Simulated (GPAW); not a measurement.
**Worked example: self-consistent single point of Sn (Immm, 1 atom in the cell) in GPAW**

Method: PBEsol, GPAW PAW datasets PBEsol (made by gpaw-setup) (plane waves; GPAW 25.7.0).

The input file:

```python
from ase import Atoms
from ase.units import GPa
from gpaw import GPAW, PW, FermiDirac

atoms = Atoms(['Sn'],
              cell=[[-1.696294, 1.960524, 2.114194],
                    [1.696294, -1.960524, 2.114194],
                    [1.696294, 1.960524, -2.114194]],
              scaled_positions=[[0.000000, 0.000000, 0.000000]],
              pbc=True)

calc = GPAW(mode=PW(550),
            xc='PBEsol',
            kpts={'size': (6, 6, 6), 'gamma': True},
            occupations=FermiDirac(0.1),
            nbands=-7,
            convergence={'forces': 0.001},
            symmetry={'symmorphic': False, 'tolerance': 0.0005},
            maxiter=150,
            txt='-')

atoms.calc = calc

energy = atoms.get_potential_energy()
print('Energy (eV):', round(energy, 6))
forces = atoms.get_forces()
print('Forces (eV/Ang):')
print(forces.round(5))
stress = atoms.get_stress()
print('Stress (GPa, Voigt):', (stress / GPa).round(4))
```

Output, abridged:

```
Input parameters:
  convergence: {forces: 0.001}
  kpts: {gamma: True,
         size: (6, 6, 6)}
  maxiter: 150
  mode: {ecut: 550.0,
         name: pw}
  nbands: -7
  occupations: {fixmagmom: False,
                name: fermi-dirac,
                width: 0.1}
  symmetry: {symmorphic: False,
             tolerance: 0.0005}
  xc: PBEsol

species:
  Sn:
    name: Tin
    Z: 50.0
    valence: 14
    core: 36
    charge: 0.0
    file: Sn.PBEsol.gz

    # Using partial waves for Sn as LCAO basis

Reference energy: -167935.903346  # eV

Spin-paired calculation

Convergence criteria:
 Maximum [total energy] change in last 3 cyles: 0.0005 eV / valence electron
 Maximum integral of absolute [dens]ity change: 0.0001 electrons / valence electron
 Maximum integral of absolute [eigenst]ate change: 4e-08 eV^2 / valence electron
 Maximum change in the atomic [forces] across last 2 cycles: 0.001 eV/Ang OR
Maximum error relative to the maximum force is below inf
 Maximum number of scf [iter]ations: 150

Symmetries present (total): 8
Symmetries with fractional translations: 0
216 k-points: 6 x 6 x 6 Monkhorst-Pack grid + [1/12,1/12,1/12]
46 k-points in the irreducible part of the Brillouin zone
       k-points in crystal coordinates                weights
   0:     0.00000000    0.00000000    0.00000000          1/216
   1:     0.16666667   -0.16666667   -0.16666667          2/216
   2:     0.16666667   -0.16666667    0.00000000          4/216
   [... 7 lines left out ...]
          ...
  45:     0.50000000    0.50000000    0.50000000          1/216

Wave functions: Plane wave expansion
  Cutoff energy: 550.000 eV
  Number of coefficients (min, max): 810, 850
  Pulay-stress correction: 0.000000 eV/Ang^3 (de/decut=0.000000)

Occupation numbers: Fermi-Dirac:
  width: 0.1000  # eV

Eigensolver

Densities:
  Coarse grid: 20*20*20 grid
  Fine grid: 40*40*40 grid
  Total Charge: 0.000000

Density mixing:
  Method: separate
  Backend: pulay
  Linear mixing parameter: 0.05
  old densities: 5
  Damping of long wavelength oscillations: 50

Hamiltonian:
  XC and Coulomb potentials evaluated on a 40*40*40 grid
  External potential:
    NoExternalPotential

XC parameters: PBEsol with 2 nearest neighbor stencil

Number of atoms: 1
Number of atomic orbitals: 9
Number of bands in calculation: 14
Number of valence electrons: 14
Bands to converge: occupied

Density initialized from atomic densities
  9 bands from LCAO basis set
  5 bands from random numbers

Atomic positions and initial magnetic moments

Positions:
   0 Sn     0.000000    0.000000    0.000000    ( 0.0000,  0.0000,  0.0000)

Unit cell:
           periodic     x           y           z      points  spacing
  1. axis:    yes   -1.696294    1.960524    2.114194    20     0.1438
  2. axis:    yes    1.696294   -1.960524    2.114194    20     0.1323
  3. axis:    yes    1.696294    1.960524   -2.114194    20     0.1283

  Lengths:   3.345278   3.345278   3.345278
  Angles:  119.062122 108.244584 101.605288

Effective grid spacing dv^(1/3) = 0.1521

     iter     time        total  log10-change:
                         energy   eigst   dens  force
iter:   1 --:--:--    -4.381109
iter:   2 --:--:--    -4.382125   -2.09  -1.76
iter:   3 --:--:--    -4.370485   -2.64  -1.79
iter:   4 --:--:--    -4.373170   -3.65  -2.40
iter:   5 --:--:--    -4.369753c  -3.75  -2.64
iter:   6 --:--:--    -4.369741c  -5.13  -3.42
iter:   7 --:--:--    -4.369693c  -6.36  -3.41
iter:   8 --:--:--    -4.369727c  -6.13  -3.45
iter:   9 --:--:--    -4.369698c  -6.37  -3.30
iter:  10 --:--:--    -4.369700c  -7.85c -3.43
iter:  11 --:--:--    -4.369702c  -5.77  -3.39
iter:  12 --:--:--    -4.369702c  -7.34  -4.29c
iter:  13 --:--:--    -4.369702c  -7.66c -4.37c
iter:  14 --:--:--    -4.369702c  -7.63c -4.58c -23.88c

Converged after 14 iterations.

Dipole moment: (0.000000, 0.000000, -0.000000) |e|*Ang

Energy contributions relative to reference atoms: (reference = -167935.903346)

Kinetic:         +2.435791
Potential:       -2.641059
External:        +0.000000
XC:              -4.150637
Entropy (-ST):   -0.023343
Local:           -0.002126
SIC:             +0.000000
--------------------------
Free energy:     -4.381374
Extrapolated:    -4.369702

Showing only first 2 kpts
 Kpt  Band  Eigenvalues  Occupancy
  0     5     -4.16361    2.00000
  0     6     13.34799    0.00000
  0     7     13.48592    0.00000
  0     8     15.40685    0.00000

  1     5     -2.64315    2.00000
  1     6      9.87710    0.00000
  1     7     10.74774    0.00000
  1     8     11.63758    0.00000

Fermi level: 6.96087

No gap
No difference between direct/indirect transitions
Energy (eV): -4.369702

Forces in eV/Ang:
  0 Sn    0.00000    0.00000   -0.00000

Stress tensor:
     0.016772     0.000000     0.000000
     0.000000     0.014973    -0.000000
     0.000000    -0.000000     0.024356
Stress (GPa, Voigt): [ 2.6871  2.399   3.9023 -0.      0.      0.    ]
```

The run converged in 14 iterations. GPAW prints stress with tension positive.

The starting cell comes from a database of computed structures (which also holds hypothetical and non-ambient phases and stackings), without a prior relaxation at this level. Its lattice was rescaled by up to half a per cent.
